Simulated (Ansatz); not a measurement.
## Amorphous Al₂₈O₄₄Si

A CHGNet melt-quench gave the starting glass, which DFT then relaxed. O atoms were pushed apart under 1.9 Å during the dynamics, to hinder bonds among them. The hot cell started wider than the set density and was brought back towards it in steps. It is the lowest in DFT energy of 2 quenches. It is a model cell: composition and starting density were chosen by hand, and all elements were melted together. No dispersion term was used.

Methods: PBE, scalar-relativistic without spin-orbit coupling (Ansatz, a program for electronic structure); r2SCAN, scalar-relativistic without spin-orbit coupling (Ansatz); HSE06, scalar-relativistic without spin-orbit coupling (Ansatz). Geometry, pressure, stress and energy are those of the PBE run. Its sampling: a 2×2×2 Γ-centred mesh; Fermi-Dirac width 0.02 eV; no spin polarisation. Other functionals are single points at the zone centre (r2SCAN at 500 eV; exact exchange cut at the cell's faces), free to take moments where seeds were set. At PBE the levels at the filled edge of the gap are localised (band-tail or defect states), and the nearest spread-out levels lie 4.2 eV apart at the zone centre.

| Quantity | Result |
|---|---|
| Number of atoms in the cell | 73 |
| Density (held, not predicted) | 3.06 g/cm³ |
| Volume per atom | 11.07 Å³ |
| Pressure on a 2×2×2 Γ-centred mesh | 12.6 kbar |
| Largest force and stress component on that mesh (the relaxation ran on the zone centre alone) | 0.03 eV/Å and 1.3 GPa |
| Energy relative to corundum + alpha cristobalite (lowest mix at this level among the phases computed, not always the ambient ones) | 0.161 eV/atom |
| Level gap on a 2×2×2 Γ-centred mesh (PBE) | 3.55 eV |
| Level gap at the zone centre (PBE) | 3.55 eV |
| Level gap at the zone centre (r2SCAN) | 4.19 eV |
| Level gap at the zone centre (HSE06) | 5.26 eV |

Bonds are counted up to Al-Al 2.66 Å, Al-O 2.48 Å, Al-Si 2.55 Å, O-O 1.58 Å, O-Si 2.12 Å, Si-Si 2.60 Å. Two cations that share two anions don't count as bonded, nor two that share one unless they lie closer than Al-Al 2.59 Å, Al-Si 2.48 Å, Si-Si 2.38 Å.

The mean coordination of Al by anions comes out as 4.71 (9 with 4, 18 with 5, 1 with 6) and the mean coordination of O comes out as 3.09 (2 with 2, 36 with 3, 6 with 4). The mean coordination of Si by anions comes out as 4.00 (1 with 4). The mean Al-O bond is 1.863 Å (spread 0.118 Å, 132 counted). The mean O-Si bond comes out as 1.650 Å (spread 0.040 Å, 4 counted).

Its density started from a set value of 3.06 g/cm³. Cooling (nominally 340 K/ps over its main leg) ran many orders faster than in experiment, which tends to leave more defects and strain. A cell of this size samples the disorder only roughly. The volume was held where the preparation left it and the shape relaxed, at a PBE pressure of 1.3 GPa. Stress components on the final sampling reach 1.3 GPa.
